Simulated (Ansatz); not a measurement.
Base system: LuN in the CsCl type structure (space group Pm-3m, No. 221; a = 2.893 Å; a hypothetical phase, not in the database extracts checked; relaxed with 0.1 eV smearing). Axes: x, y, z lie along the cube axes.

Computed with Kohn–Sham DFT with the PBEsol functional, run in Ansatz (a quantum-chemistry and plane-wave program) with PAW and 420 eV plane waves, no SOC.

A first run, uniaxial strain ε_yy = +1.93 %, gives secant values C11 ≈ 530 GPa and C12 ≈ -12 GPa from its stress. A second run applies isotropic strain +1.29 %.

Problem. What does linear elasticity predict for the bulk modulus −ΔP/(ΔV/V₀) in the second run, and what does the run give?

Solution. Linear elasticity: (C11 + 2 C12)/3 = 170 GPa. The run gives 160 GPa; any difference comes from nonlinear terms at these strains and numerical noise.

Whether these cells are dynamically stable was not tested. All final runs are without spin polarisation.
